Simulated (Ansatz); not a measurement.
**Pressure series in AgI**

The reference is AgI in the rock salt structure (space group Fm-3m, No. 225; a = 5.985 Å; a cell from a computed database, its experimental status unchecked).

Cell and atoms are relaxed at each pressure.

Levels (all Ansatz, a program for electronic structure, PAW): PBEsol (420 eV, no SOC); HSE06 (420 eV, no spin-orbit coupling).

Band gaps by level, all at the geometries relaxed with PBEsol:

| case | PBEsol | HSE06 |
|---|---|---|
| base | 0.38 eV | 1.60 eV |
| pressure −2 GPa | 0.52 eV | 1.76 eV |
| pressure −1 GPa | 0.45 eV | 1.68 eV |
| pressure 0.3 GPa | 0.36 eV | 1.58 eV |
| pressure 0.7 GPa | 0.34 eV | 1.56 eV |
| pressure 1.5 GPa | 0.30 eV | 1.51 eV |
| pressure 3 GPa | 0.22 eV | 1.42 eV |
| pressure 5 GPa | 0.13 eV | 1.31 eV |

Single points use the geometry relaxed with PBEsol. HSE06 gaps are upper bounds (no full band path). Spin-orbit coupling, missing from the scalar runs, can matter with I. Load acts through the strain it causes; cell and atoms are relaxed under it. Stability against distortions was not tested. Competing high-pressure phases were not computed. This is not the structure that AgI has at room temperature and ambient pressure. A zero or small gap of AgI under pressure 1.5 GPa, AgI under pressure 3 GPa and AgI under pressure 5 GPa can be the functional's error rather than a property of the material.
